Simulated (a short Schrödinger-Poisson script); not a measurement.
Solved with a short Schrödinger-Poisson script written for these runs: one-band effective-mass equation with BenDaniel-Duke matching, electrons, heavy and light holes apart, hard walls at the outer ends, one valence edge for both holes (no strain splitting), no charge, excitons, band mixing or non-parabolicity; under a field the levels are quasi-bound states of a box, listed while three quarters of their weight lies within 4 nm of the wells.

System: single In0.15Ga0.85As/GaAs quantum well.

From the first side: 20 nm GaAs; 6 nm In0.15Ga0.85As; 20 nm GaAs.

Constants are typed, rounded textbook-type inputs, not results; the design itself was drawn at random and stands for no fabricated device. In0.15Ga0.85As: direct gap (eV) 1.274, conduction-band edge (eV) 0, electron mass (mₑ) 0.061, heavy-hole mass 0.37, light-hole mass 0.08. GaAs: direct gap (eV) 1.424, conduction-band edge (eV) 0.098, electron mass (mₑ) 0.067, heavy-hole mass 0.377, light-hole mass 0.09.

The valence-band edge of each layer lies one gap below its conduction-band edge. The electron's potential energy rises along the stack by the applied field. Mesh 0.03 nm at interfaces.

**Question.** Give the shift of e1-hh1 at 19.5 kV/cm (meV); the hh1 − lh1 (meV); the squared e1-hh1 overlap at zero applied field.

**Answer.** shift of e1-hh1 at 19.5 kV/cm (meV): -0.8; hh1 − lh1 (meV): 15.1; squared e1-hh1 overlap at zero applied field: 0.93. Excitons are left out, and strain enters only through the typed gaps and offsets, so measured lines lie elsewhere.
